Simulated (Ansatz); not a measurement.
The reference is SiC in the wurtzite structure (space group P6_3mc, No. 186; a = 3.0755 Å, c = 5.0486 Å). Axes: x lies along a and z along c of the hexagonal cell.

Method: Ansatz (a quantum-chemistry and plane-wave program), r2SCAN, PAW, cutoff 500 eV, no spin-orbit coupling, earlier PAW set.

Now apply this change: biaxial strain +0.37 %, plane normal [001], relaxed out of plane (Cartesian); in-plane vectors clamped, the third vector and the atoms free.

How does this affect the out-of-plane strain?

The out-of-plane strain is -0.06 %.

Predict the new in-plane stress.

The mean in-plane stress (compression positive) amounts to -2.3 GPa.

Whether these cells are dynamically stable was not tested.
